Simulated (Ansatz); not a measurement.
**Evanescent states of SiC (P6_3mc, wurtzite, 4 atoms a cell, 10.3 Å³ an atom) along the normal of (111)**

Level of theory: r2SCAN (plane waves, PAW; Ansatz, a first-principles code).

The gap is the functional's own, uncorrected, and κ follows it; spin-orbit coupling is left out. Mid-gap means the computed energy nearest the middle.

Energies count from the valence-band top; κ is the least over a 6×6 mesh across the current.

```tsv
E (eV)	κ (1/Å)	where
0.07	0.076	Γ
0.21	0.128	Γ
0.35	0.162	Γ
0.49	0.188	Γ
0.63	0.210	Γ
0.77	0.228	Γ
0.91	0.244	Γ
1.05	0.247	off Γ
1.19	0.242	off Γ
1.33	0.237	off Γ
1.47	0.231	off Γ
1.61	0.224	off Γ
1.75	0.216	off Γ
1.89	0.208	off Γ
2.03	0.199	off Γ
2.17	0.189	off Γ
2.31	0.178	off Γ
2.45	0.144	off Γ
2.59	0.079	off Γ
```

Q: How thick must the barrier be to attenuate the transmission by 10^8 when the electrodes' Fermi level lies at 2.03 eV, and what attenuation does that film give at 0.35 eV?

A: d = 8 ln 10 / (2 × 0.199) = 46.3 Å. At 0.35 eV it gives 8 × 0.162/0.199 = 6.5 decades.
